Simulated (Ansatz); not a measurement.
Symmetric slabs, relaxed from ideal cuts in 1x1 cells, of elemental solids: work function (eV) by functional, in Ansatz (plane waves, PAW). All structures are PBE's; the other columns are single points with references at the same level. No spin-orbit coupling, Hubbard U or dispersion. The rows are a random draw from the class, without slabs that broke up, higher cuts of a face and adsorbates that left their site.

| system | PBE (eV) | r2SCAN (eV) |
|---|---|---|
| hcp Ru (21-31), ideal cut with outer spacing 0.15 Å | 4.43 | 4.42 |
| bcc Mo (310), ideal cut with outer spacing 1.00 Å | 3.87 | 3.84 |
| bcc Li (110), ideal cut with outer spacing 2.43 Å | 3.25 | 3.25 |
| hcp Zr (11-21), ideal cut with outer spacing 0.77 Å | 3.40 | 3.36 |
| bcc Mo (100), ideal cut with outer spacing 1.58 Å | 3.85 | 3.76 |
| bcc Nb (110), ideal cut with outer spacing 2.34 Å | 4.49 | 4.57 |
| alpha gallium (111), ideal cut with outer spacing 0.49 Å | 4.15 | 4.27 |
| fcc Cu (321), ideal cut with outer spacing 0.49 Å | 4.43 | ? |

Q: Fit a straight line y = a·x + b by least squares to the 7 complete rows (x: PBE (eV); y: r2SCAN (eV)).

A: the means are x̄ = 3.9200 and ȳ = 3.9243; Σ(x − x̄)² = 1.3646 and Σ(x − x̄)(y − ȳ) = 1.4613, so a = 1.071 and b = ȳ − a·x̄ = -0.273. The largest residual is 0.099.

Q: What does the line predict for the withheld row, fcc Cu (321), ideal cut with outer spacing 0.49 Å, and what did the calculation give?

A: the line gives 4.47; the calculation gave 4.43, a miss of -0.04, of the size of the fitted rows' scatter and rounding.

Ansatz is a quantum-chemistry and plane-wave program.
